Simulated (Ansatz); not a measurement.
Ansatz (a quantum-chemistry and plane-wave program) run on ScCd (P4mm, 2 atoms in the cell): self-consistent single point.

Method: PBEsol, default PAW files made with PBE (plane waves; Ansatz).

```yaml
crystal:
  lattice:
    - [3.54389, 0.00000, 0.00000]
    - [0.00000, 3.54389, 0.00000]
    - [0.00000, 0.00000, 3.54389]
  atoms:
    - { symbol: Sc, position: [0.50000, 0.50000, 0.51411] }
    - { symbol: Cd, position: [0.00000, 0.00000, 0.00000] }
```

Reference input (self-consistent single point, DFT, PBEsol, plane waves, default PAW files made with PBE): basis.ecutwfc = 420 eV; kpoints.mp_grid.grid = 9 9 9; hamiltonian.xc = pbesol; hamiltonian.pseudopotentials = {kind: paw} (the program's default PAW files); scf.occupations.method = gaussian; scf.occupations.width = 0.1 eV. This run's input differs from it in these lines:

Ansatz 0.2 input:
```diff
@@ -11,3 +11,3 @@
 kpoints:
-  mp_grid: { grid: [9, 9, 9] }
+  mp_grid: { grid: [22, 22, 22] }
 hamiltonian:
@@ -16,3 +16,3 @@
 scf:
-  occupations: { method: gaussian, width: 0.1 eV }
+  occupations: { method: gaussian, width: 0.05 eV }
 output:
```

Log, with long lists cut:

```
SCF iter   1: F=—  HF=-10296.070691 eV  |F-HF|=—  |Δ(HF+E_count)|=         —  Δρ=6.33e-3  dr2=1.90e-2  ethr=1.77e-3  ⟨swp⟩=4.0  Hψ=71448  notcnv=0
all-band conjugate gradients solve this SCF's bands
preconditioner: auto → Kerker (q_TF=auto, 2.569 Å⁻¹)
SCF iter   2: F=—  HF=-10296.065748 eV  |F-HF|=—  |Δ(HF+E_count)|=   4.94e-3  Δρ=2.21e-3  dr2=2.64e-3  ethr=6.12e-5  ⟨swp⟩=3.0  Hψ=39975  notcnv=0  defer=119
   [... lines left out ...]
SCF iter   5: F=—  HF=-10296.064922 eV  |F-HF|=—  |Δ(HF+E_count)|=   3.47e-5  Δρ=5.20e-5  dr2=1.27e-6  ethr=3.10e-8  ⟨swp⟩=2.0  Hψ=31287  notcnv=0  defer=119
SCF iter   6: F=-10296.064922 eV  HF=-10296.064922 eV  |F-HF|=2.21e-8  |Δ(HF+E_count)|=   7.11e-8  Δρ=1.21e-5  dr2=6.06e-8  ethr=3.23e-10  ⟨swp⟩=3.4  Hψ=62649  notcnv=0
the search or the solves at the SCF's close seem to have found levels that the self-consistency loop had missed (the run counts 2) …
SCF 1 converged in 6 iterations: F = -10296.064922 eV  dr2 = 6.06e-8
Free energy (F): -10296.064922 eV
Internal energy: -10296.062462 eV  (E = F + TS)
E sigma→0 (E₀):  -10296.063692 eV
Entropy (-TS):   -0.002460 eV (-1.230 meV/atom)
Fermi energy:    12.189539 eV
--- Forces (eV/Å), atoms counted from 1 ---
  atom   1  Sc     0.00000000     0.00000000    -0.15258668
  atom   2  Cd     0.00000000     0.00000000     0.15258816
--- Stress (GPa, compression-positive) ---
       -3.336971       0.000000       0.000000
        0.000000      -3.336971       0.000000
       -0.000000       0.000000      -3.371342
  P = ⅓ Tr σ = -3.3484 GPa (-33.484 kbar)
  The stress holds the Pulay correction. Without it, at fixed plane waves, as pw.x and ABINIT print it: P = -3.3746 GPa
```

The run converged in 6 iterations. Against the reference run the free energy goes up by 1.7 meV/atom, the pressure moves little (-3.33 to -3.35 GPa) and the largest force hardly changes (0.152 to 0.153 eV/Å).

The starting cell comes from a database of computed structures (which also holds hypothetical and non-ambient phases and stackings), without a prior relaxation at this level. Its lattice was rescaled by up to half a per cent. One atom was moved a little off its site on purpose. With a pressure of about -3 GPa the cell is away from its equilibrium volume at this level. Ansatz's pressure includes its estimate of the finite-basis (Pulay) stress.

Cost on one core of a shared machine: roughly 50 s.
